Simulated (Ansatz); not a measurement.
Take BAs in the zinc blende structure (space group F-43m, No. 216; a = 4.784 Å) as the base. Axes: x, y, z lie along the cube axes.

Method: r2SCAN/PAW in Ansatz (an electronic-structure program), no SOC.

For the base:

The band gap comes out as 1.38 eV and the valence-band top at Γ is 0.00, 0.00, 0.00 eV.

It is then changed as follows: tensor shear ε_xy = +0.86 % (engineering shear γ = 0.0172), atoms relaxed at fixed cell.

**Question.** How does this affect the stress?

**Answer.** The stress (xx, yy, zz, yz, xz, xy; compression positive) comes out as (0.06, 0.06, 0.00, 0.00, 0.00, -2.71) GPa.

**Question.** What happens to the band gap?

**Answer.** The band gap shrinks by 0.10 eV to 1.28 eV.

**Question.** What does the calculation give for the valence-band top at Γ after the change?

**Answer.** The valence-band top at Γ (three highest levels, from the VBM) goes from 0.00, 0.00, 0.00 eV to 0.00, -0.07, -0.13 eV.

The cells carry an imposed strain or load. No phonon test of stability was made.
